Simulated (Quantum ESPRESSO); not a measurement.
**Pressure against volume in CsCl-type PdIn (space group 221) (Quantum ESPRESSO, PBE)**

```yaml
crystal:
  lattice:
    - [3.19221, 0.00000, 0.00000]
    - [0.00000, 3.19221, 0.00000]
    - [0.00000, 0.00000, 3.19221]
  atoms:
    - { symbol: In, position: [0.50000, 0.50000, 0.50000] }
    - { symbol: Pd, position: [0.00000, 0.00000, 0.00000] }
```

Method: PBE, GBRV 1.5 ultrasoft (PBE) pseudopotentials (plane waves; Quantum ESPRESSO). Settings: ecutwfc = 52 Ry; ecutrho = 416 Ry; occupations = smearing; smearing = fermi-dirac; degauss = 0.0036749 Ry; potentials = {In: in_pbe_v1.4.uspp.F.UPF, Pd: pd_pbe_v1.4.uspp.F.UPF}; K_POINTS = automatic 18 18 18 0 0 0; conv_thr = 1e-10 Ry; mixing_beta = 0.7. The cell above is the first row's. The rows scale it uniformly. In all rows fractional positions and the k mesh are held.

```
V (Å^3/atom)  P (GPa)
------------  -------
16.265              ?
16.618          11.37
16.972           7.89
17.325           4.85
17.679           2.20
18.033          -0.10
18.386          -2.10
18.740          -3.84
19.093          -5.36
```

Q: Fit P against V with a cubic, and predict the withheld value at V = 16.265.

A: With u = V - 17.9, the rows have u = -1.2820, -0.9280, -0.5750, -0.2210, 0.1330, 0.4860, 0.8400, 1.1930. Least squares gives P = 0.724 - 6.3892·u + 1.2798·u² - 0.1670·u³. Residuals (row less fit): 0.000, 0.001, -0.003, 0.000, 0.004, -0.002, -0.001, 0.000; standard error 0.003 (degrees of freedom: 4). The fitted pressure is zero at V0 = 18.02, where dP/dV = -6.099, so B0 = -V0·dP/dV = 110 GPa. At the withheld row, u = -1.6350, so P = 0.724 - 6.3892 × (-1.6350) + 1.2798 × (-1.6350)² - 0.1670 × (-1.6350)³ = 15.321 GPa. The calculation gives 15.32 GPa, which the fit meets to the printed digits. The row lies outside the fitted rows, so this is an extrapolation. From the scatter of the fitted rows alone, a prediction at this place has a standard error of 0.007 GPa, so the miss is 0.1 times that.

Carrying the step between the two nearest rows on in a straight line would have given 14.84, off by 0.48; series whose last step already gives the withheld value aren't shown. The scan was laid around a cell of about the measured size, scaled by a guess for this functional. The runs keep the symmetry of the cell, so they don't test it for distortions. Spin polarisation is off. Cutoffs and mesh are single choices, not tested for convergence of this quantity. Series with a scatter that would blur these digits, or in which a gap closes, are not shown.
